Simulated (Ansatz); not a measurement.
**CdS: response to strain**

The parent structure is CdS in the wurtzite structure (space group P6_3mc, No. 186; a = 4.124 Å, c = 6.708 Å).

Strains are applied to the cell and any free atomic positions relax.

Level of theory: PBEsol, PAW, 420 eV (Ansatz, a first-principles code; scalar-relativistic without spin-orbit coupling).

```csv
isotropic strain (%),band gap (eV)
-3,1.29
-2.4,1.25
-1.8,1.21
-1.2,1.17
-0.6,?
0,1.09
```

### Question
Fit E_g = E₀ + Dε (ε in %) to the rows shown and predict the withheld row.

### Answer
Least squares on the printed values gives E₀ = 1.09 eV, D = -66.7 meV per % of strain (largest residual 0.00 eV); this predicts 1.13 eV, and the run gives 1.13 eV, in agreement.

Stability against distortions was not tested.
